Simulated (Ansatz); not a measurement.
Substrate model: Si(111) 1x1 surface, 6 top atoms, 3 bilayers, bottom bilayer H-capped and fixed, every top atom capped by H; cell 11.5 x 6.6 Å; two neighbouring H replaced by OH; about 7 Å thick over the host's atoms, 18 atoms held. Computed with PBE-D3(BJ) (plane waves to 420 eV, PAW; Ansatz, an electronic-structure program). k mesh 1 x 2 x 1. The slab states were run without spin polarisation. A thicker slab, a larger cell or a denser mesh can move such energies by a tenth of an eV or more. No zero-point or entropy terms are included. Each state was relaxed from one prepared geometry.

One GeH4 a cell is brought to Si(111):H with two OH. Relaxed result near the molecule:

```
atom    x (Å)   y (Å)   z (Å)
------  -----  ------  ------
H(29)   3.791  -0.014  10.979
H(44)   7.695   0.038  11.019
O(46)   5.736   3.471  11.209
H(47)   4.868   3.318  11.622
O(48)   2.182   3.401  11.175
H(49)   1.510   2.949  11.709
Ge(a0)  4.839   0.646  13.592
H(a1)   3.956   1.803  13.092
H(a2)   5.347   0.985  15.002
H(a3)   6.021   0.453  12.639
H(a4)   3.992  -0.634  13.646
```

### Question
What is the adsorption energy against the free GeH4 and the slab before, and how much of it is dispersion?

### Answer
-0.21 eV (negative: bound); the D3 term gives -0.21 eV of it. Its closest contacts to the rest of the cell: H(a1)...H(47) 2.30 Å, H(a3)...H(44) 2.37 Å, H(a4)...H(29) 2.75 Å.
